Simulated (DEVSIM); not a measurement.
Device: abrupt Si n-p junction, at 300 K.

```tsv
layer (left to right)	material	thickness (μm)	Nd (cm⁻³)	Na (cm⁻³)	τn (s)	τp (s)
1	Si	0.170	1.1e17	-	8.1e-7	8.1e-7
2	Si	0.450	-	4.2e14	8.1e-7	8.1e-7
```

Left contact: ohmic. Right contact: ohmic. Voltage is applied to the left contact. Recombination: SRH at mid-gap. Mobility is constant in doping.

Constants are typed, rounded textbook-type inputs, not results; the design itself was drawn at random and stands for no fabricated device. Values at 300 K.

| parameter | Si |
|---|---|
| gap (eV) | 1.124 |
| affinity (eV) | 4.05 |
| permittivity | 11.7 |
| Nc (cm⁻³) | 2.86e19 |
| Nv (cm⁻³) | 3.1e19 |
| μn (cm²/Vs) | 1417 |
| μp (cm²/Vs) | 470 |

DEVSIM, 1D drift-diffusion, Boltzmann statistics, complete ionisation; no tunnelling, impact ionisation, image-force lowering or self-heating.

The doping Nd of layer 1 was swept, all else fixed.

| doping Nd of layer 1 (cm^-3) | potential step across the device at zero bias (V) | largest field in the device at zero bias (V/cm) | dark forward voltage at 1 A/cm² (V) | dark forward voltage at 100 A/cm² (V) |
|---|---|---|---|---|
| 3.3e15 | 0.600 | 12000 | 0.403 | 0.567 |
| 1.1e16 | 0.631 | 14000 | 0.397 | 0.557 |
| 3.3e16 | 0.659 | 16000 | 0.393 | 0.551 |
| 1.1e17 | 0.690 | 22000 | 0.391 | 0.547 |
| 3.3e17 | 0.719 | 34000 | 0.390 | 0.545 |
| 1.1e18 | 0.750 | ? | 0.389 | 0.544 |
| 3.3e18 | 0.778 | 100000 | 0.389 | 0.544 |

Problem. Complete the blanks.

Solution. 
- 1.1e18, largest field in the device at zero bias (V/cm): 59000
